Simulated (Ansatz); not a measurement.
β-phase InSe (model structure) was calculated with PBE0 (Ansatz, a first-principles code, PAW).

Settings: plane-wave cutoff 500 eV, 6×6×2 k mesh (along the axes of the cell as run), gaussian smearing 0.02 eV, scalar-relativistic PAW data made under PBE.

Cell (relaxed with r²SCAN):

```
InSe
1.0
    2.02162    -3.50155     0.00000
    2.02162     3.50155     0.00000
    0.00000     0.00000    17.41645
In Se
4 4
Cartesian
  2.02162   1.16718   2.95524
  2.02162  -1.16718  11.66347
  2.02162  -1.16718  14.46120
  2.02162   1.16718   5.75298
  2.02162   1.16718  10.40457
  2.02162  -1.16718   1.69635
  2.02162  -1.16718   7.01188
  2.02162   1.16718  15.72010
```

**Question.** Predict the band gap.

**Answer.** 
band gap: 1.86 eV (on the SCF k mesh)

Note: the relaxation could raise the start's symmetry but not lower it, so the cell can be a saddle point; cell and atoms aren't relaxed at this level (largest force component 0.11 eV/Å); the cell has widely spaced layers and the level no dispersion term, so their spacing and the moduli can rest on weak binding.

Spin–orbit coupling is not included.

Static lattice: no zero-point or thermal effects.

The result took roughly 11 core-minutes.

A model structure was made by putting elements into a prototype or built by hand; it is no filed structure, need not be a known phase, and can be a saddle point held by its symmetry.
